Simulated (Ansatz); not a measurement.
Thermal properties of W2C (P-3m1, relaxed from the CdI2 type) at 300 K from the quasi-harmonic free energy in Ansatz (plane waves, PAW), for several functionals and conditions. The first row is the reference, at zero pressure. The cell was generated from a structure type, relaxed within its symmetry, and need not be the phase found at ambient conditions. Spin-orbit coupling is not included.

```csv
run,q mesh / k mesh,V (Å³/atom),α_a (10⁻⁶/K),α_c (10⁻⁶/K),bulk modulus B_T (GPa),γ,C_P (J/mol/K)
PBEsol,4×4×2 / 12×12×8,12.42,3.0,8.1,320,1.67,61.3
PBE,4×4×2 / 12×12×8,12.74,(withheld),8.7,(withheld),1.74,62.1
"PBEsol, pressure 15 GPa",4×4×2 / 12×12×8,11.90,0.8,9.6,393,1.60,60.1
```

Q: What belongs in the gaps?

A: 
- PBE, α_a (10⁻⁶/K): 3.4
- PBE, bulk modulus B_T (GPa): 302

Whether this phase is the stable one at each condition was not tested. The runs of W2C (PBEsol) noted for some cells that some bands missed the eigensolver's tolerance; how far this moves their values was not measured.

The PAW data sets were generated under PBE and serve the other functionals too.

Ansatz is an electronic-structure program.
